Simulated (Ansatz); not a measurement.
Take CdGeAs2 in the chalcopyrite structure (space group I-42d, No. 122; a = 5.9420 Å, c = 11.3119 Å) as the base.

Method: Ansatz (an electronic-structure program) PBEsol, spin-orbit coupling left out.

Strains are applied to the cell and any free atomic positions relax.

One change was made to it. Results:

The energy goes up by 10 meV/atom; the pressure (mean of the normal stresses, compression positive) goes from zero to 30.6 kbar.

Problem. Which of these changes matches the shifts?
A) isotropic strain −2.25 %
B) isotropic strain −3.00 %
C) isotropic strain −1.50 %

Solution. C, isotropic strain −1.50 %. For comparison, the energy relative to the base in the other runs: isotropic strain −3.00 % gives +43 meV/atom; isotropic strain −2.25 % gives +23 meV/atom.

Stability against distortions was not tested.
